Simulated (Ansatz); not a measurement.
# Response to strain in BaTiO3

The parent structure is BaTiO₃ in the cubic perovskite structure (space group Pm-3m, No. 221; a = 3.994 Å). Axes: x, y, z lie along the cube axes.

Strains are applied to the cell and any free atomic positions relax; under biaxial strain the out-of-plane vector relaxes too; under stress the whole cell relaxes.

Level of theory: r2SCAN (Ansatz, a program for electronic structure; PAW; 500 eV plane waves; no spin-orbit coupling).

Notes on the quantities. energy relative to the base: free energy F; pressure: mean of the normal stresses, compression positive.

| variant | shortest interatomic distance | energy relative to the base | pressure |
|---|---|---|---|
| base | 1.997 Å | 0 meV/atom | 0.00 GPa |
| biaxial strain −1.50 %, plane normal [001], relaxed out of plane | 1.967 Å | +6.5 meV/atom | 3.76 GPa |
| biaxial strain −0.52 %, plane normal [001], relaxed out of plane | 1.987 Å | +0.8 meV/atom | 1.24 GPa |
| biaxial strain −4.07 %, plane normal [110], relaxed out of plane | 1.916 Å | +57 meV/atom | 12.60 GPa |
| biaxial strain +2.48 %, plane normal [111], relaxed out of plane | 2.022 Å | +19 meV/atom | -6.07 GPa |
| isotropic strain +5.49 % | 2.107 Å | +162 meV/atom | -20.22 GPa |
| isotropic strain +5.95 % | 2.116 Å | +187 meV/atom | -21.24 GPa |
| uniaxial strain ε_yy = −2.51 % | … | … | … |
| uniaxial stress, 0.5 GPa tension along z | 1.996 Å | 0.0 meV/atom | – |

**Question.** Complete the table.

**Answer.** 
- uniaxial strain ε_yy = −2.51 %, shortest interatomic distance: 1.947 Å
- uniaxial strain ε_yy = −2.51 %, energy relative to the base: +8.6 meV/atom
- uniaxial strain ε_yy = −2.51 %, pressure: 5.04 GPa

Beyond what the load breaks, stability against distortions was not tested. The final runs are not spin-polarised. Many cubic perovskites are stable only at high temperature; tilts and polar distortions were not tested. This is not the structure that BaTiO3 has at room temperature and ambient pressure.
